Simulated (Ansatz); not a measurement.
Functionals compared on Cl on the 1x1 (0001) surface of hcp Ru, one in a 2x2 cell, started at the site 'hollow Ru-Ru-Ru over Ru at depth 2.1 Å', in Ansatz (plane waves, PAW). The structure was relaxed with PBE; the other rows are single points on it, each with its references at the same level. Cutoff 420 eV (500 eV for r2SCAN).

Model: 17-atom slab, 6.3 Å thick at the start under the adsorbate (thin: gaps and levels are the slab's own), 6x6x1 mesh, Fermi-Dirac 0.1 eV, dipole correction, 8 atoms held, the rest relaxed; held to the start's symmetry, so lower structures may exist; no spin, no spin-orbit, no U, no dispersion correction. At the end it is bonded to 3 Ru. In PBE this state lies 0.04 eV over the lowest of the starts that converged ('hollow Ru-Ru-Ru'). These notes are the PBE run's. Adsorption energies are against ½ Cl2(g). A negative adsorption energy means that the adsorbate is more stable on the surface than in its reference.

| functional | adsorption energy (eV) | work function of the top face (eV) | change of the work function (eV) | rough cost of the single point |
|---|---|---|---|---|
| PBE | -2.28 | 4.81 | -0.19 | – |
| RPBE | -2.02 | 4.70 | -0.13 | very roughly 23 core-seconds |
| r2SCAN | ? | ? | ? | roughly 50 core-seconds |

Q: Complete the blanks.

A: 
- r2SCAN, adsorption energy (eV): -2.63
- r2SCAN, work function of the top face (eV): 4.90
- r2SCAN, change of the work function (eV): -0.10

Ansatz is a first-principles code.
